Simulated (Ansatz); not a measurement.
Base system: MgTe in the wurtzite structure (space group P6_3mc, No. 186; a = 4.6089 Å, c = 7.5001 Å). Axes: x lies along a and z along c of the hexagonal cell.

All numbers come from PBE (Ansatz, a quantum-chemistry and plane-wave program; PAW; 420 eV plane waves; spin-orbit coupling left out).

Now apply this change: biaxial strain +1.80 %, plane normal [001], relaxed out of plane (Cartesian); in-plane vectors clamped, the third vector and the atoms free.

Predict the new ratio −ε⊥/ε∥.

The ratio −ε⊥/ε∥ comes out as 0.83.

No phonon test of stability was made.
